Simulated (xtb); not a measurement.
xtb 6.7.1, GFN2-xTB: Ti(F)2(Cl)2(NH3) ([NH3]->[Ti]([F])([F])([Cl])[Cl]), 9 atoms. The geometry is a generated start, not checked to be a minimum at this level.

method: GFN2-xTB
--acc: 1 (default)
--etemp (K): 300 (default)
detailed input (--input): none: ANC optimiser, Lindh (1995) Hessian, microcycle=20, maxdispl=1.0, hlow=0.01 (default)
basis functions: 45
valence electrons: 40

```xyz
9

Ti    -0.9522     0.2521     0.2415
F     -0.1577     0.1912     1.7684
F     -2.3634    -0.6584     0.5836
Cl    -1.4869     2.3207     0.2719
Cl    -0.9823     0.0027    -1.9166
N      1.2319    -0.4527    -0.1929
H      1.3092    -0.8825    -1.1173
H      1.5361    -1.1220     0.5176
H      1.8654     0.3489    -0.1560
```

Charge 0 and multiplicity 1 are set for this test and not shown to be the ground state.

The structure is relaxed from this start with --opt LEVEL for the levels crude, sloppy, loose, lax, normal, tight, vtight, extreme, once each. Up to the end of the extreme run atoms move by at most 1.2 Å along an axis.

### Question
Which level is enough to come within 20 meV of the tightest end point?

### Answer
normal: 41 cycles against 47, ending 0.18 meV above.

```json
[
 {"level": "crude", "cycles": "1", "energy above the extreme run (meV)": "300", "gradient norm (eV/Å)": "0.068"},
 {"level": "sloppy", "cycles": "1", "energy above the extreme run (meV)": "300", "gradient norm (eV/Å)": "0.068"},
 {"level": "loose", "cycles": "1", "energy above the extreme run (meV)": "300", "gradient norm (eV/Å)": "0.068"},
 {"level": "lax", "cycles": "1", "energy above the extreme run (meV)": "300", "gradient norm (eV/Å)": "0.068"},
 {"level": "normal", "cycles": "41", "energy above the extreme run (meV)": "0.18", "gradient norm (eV/Å)": "0.021"},
 {"level": "tight", "cycles": "45", "energy above the extreme run (meV)": "under 0.01", "gradient norm (eV/Å)": "0.0074"},
 {"level": "vtight", "cycles": "45", "energy above the extreme run (meV)": "under 0.01", "gradient norm (eV/Å)": "0.0074"},
 {"level": "extreme", "cycles": "47", "energy above the extreme run (meV)": "—", "gradient norm (eV/Å)": "0.0014"}
]
```
